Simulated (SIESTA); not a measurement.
Input and output of a self-consistent single point for SrMn2Ge2 (I4mm, 5 atoms in the cell) (SIESTA).

Method of the run: GGA PBEsol, numerical atomic orbitals DZP, PseudoDojo PBEsol standard norm-conserving potentials (rewritten from UPF to PSML) in SIESTA.

```yaml
crystal:
  lattice:
    - [-2.03069, 2.03069, 5.73569]
    - [2.03069, -2.03069, 5.73569]
    - [2.03069, 2.03069, -5.73569]
  atoms:
    - { symbol: Sr, position: [0.00436, 0.00436, 0.00000] }
    - { symbol: Mn, position: [0.75000, 0.25000, 0.50000], spin: 4.0 }
    - { symbol: Mn, position: [0.25000, 0.75000, 0.50000], spin: 4.0 }
    - { symbol: Ge, position: [0.63376, 0.63376, 0.00000] }
    - { symbol: Ge, position: [0.36624, 0.36624, 0.00000] }
```
(The spins are starting values, not results.)

Reference input (self-consistent single point, DFT, GGA PBEsol, numerical atomic orbitals DZP, PseudoDojo PBEsol standard norm-conserving potentials (rewritten from UPF to PSML)): XC.functional = GGA; XC.authors = PBEsol; potentials = PseudoDojo PBEsol standard; PAO.BasisSize = DZP; PAO.EnergyShift = 0.01 Ry; MeshCutoff = 400 Ry; kgrid.MonkhorstPack = 5 5 5; OccupationFunction = FD; ElectronicTemperature = 0.1 eV; Spin = polarized; DM.InitSpin = [1 +0.00, 2 +4.00, 3 +4.00, 4 +0.00, 5 +0.00]; MaxSCFIterations = 150. This run's input differs from it in these lines:

```diff
@@ -32,5 +32,5 @@
 %block kgrid.MonkhorstPack
-    5   0   0  0.0
-    0   5   0  0.0
-    0   0   5  0.0
+    8   0   0  0.5
+    0   8   0  0.5
+    0   0   8  0.5
 %endblock kgrid.MonkhorstPack
```

Log, with long lists cut:

```
        iscf     Eharris(eV)        E_KS(eV)     FreeEng(eV)     dDmax    Ef(eV) dHmax(eV)
   scf:    1   -11606.225670   -11674.747970   -11674.853361  0.889308 -2.476383 25.868466
     spin moment: {S} , |S| = {        0.0        0.0    5.57836 }     5.57836
   scf:    2   -11710.436430   -11697.947381   -11698.066135  0.218777 -3.647451  8.768013
     spin moment: {S} , |S| = {        0.0        0.0    5.86454 }     5.86454
   scf:    3   -11701.383994   -11700.641825   -11700.748245  0.090050 -4.171245  2.610055
     spin moment: {S} , |S| = {        0.0        0.0    5.75895 }     5.75895
   [... lines left out ...]
     spin moment: {S} , |S| = {        0.0        0.0    4.45932 }     4.45932
   scf:   21   -11701.291729   -11701.291728   -11701.382210  0.000011 -4.275740  0.000299
     spin moment: {S} , |S| = {        0.0        0.0    4.45925 }     4.45925
   scf:   22   -11701.291727   -11701.291728   -11701.382210  0.000027 -4.275775  0.000091
     spin moment: {S} , |S| = {        0.0        0.0    4.45908 }     4.45908
   scf:   23   -11701.291727   -11701.291727   -11701.382210  0.000004 -4.275782  0.000052
     spin moment: {S} , |S| = {        0.0        0.0    4.45905 }     4.45905
SCF Convergence by DM+H criterion
max |DM_out - DM_in|         :     0.0000043726
max |H_out - H_in|      (eV) :     0.0000523692
SCF cycle converged after 23 iterations

Using DM_out to compute the final energy and forces

siesta: E_KS(eV) =           -11701.2917

siesta: E_KS - E_eggbox =    -11701.2917

siesta: Atomic forces (eV/Ang):
     1    0.000006    0.000006   -0.327884
     2   -0.000134    0.000123    0.097121
     3    0.000123   -0.000134    0.097121
     4    0.000274    0.000274    0.476238
     5   -0.000219   -0.000219   -0.342820
   Tot    0.000050    0.000050   -0.000223
   Max    0.476238
   Res    0.177144    sqrt( Sum f_i^2 / 3N )
   Max    0.476238    constrained

Stress tensor Voigt[x,y,z,yz,xz,xy] (kbar):       -7.22       -7.22       -1.13        0.41        0.41        0.01
   [... lines left out ...]
siesta: FreeEng =    -11701.382210
siesta: Cell volume =         94.608763 Ang**3
siesta:           5.19144376         -9.28162569  kBar
   [... lines left out ...]

              0.060   0.038

mulliken: Qtot =       31.770

Mulliken Atomic Populations:
Atom #   charge [q] valence [e]      Sz [e]  Species
     1     1.185259    8.814741   -0.122840  Sr
     2     0.762574   14.237426    2.552560  Mn
     3     0.762574   14.237426    2.552560  Mn
     4    -1.372514   15.372514   -0.257997  Ge
     5    -1.337893   15.337893   -0.265237  Ge
 Total     0.000000                4.459047
```

The run converged in 23 iterations. Against the reference run the free energy stays essentially unchanged (within 1 meV/atom), the pressure goes from 0.69 to 0.52 GPa, the largest force goes from 0.463 to 0.476 eV/Å and the size of the net moment hardly changes (0.91 to 0.89 μB/atom).

The starting cell comes from a database of computed structures (which also holds hypothetical and non-ambient phases and stackings), without a prior relaxation at this level. Its lattice was rescaled by up to half a per cent. One atom was moved a little off its site on purpose. The magnetic order is the one reached from the typed start; others were not searched systematically. Values carry the incompleteness of an atom-centred basis.

Cost on one core of a shared machine: roughly 3 min.
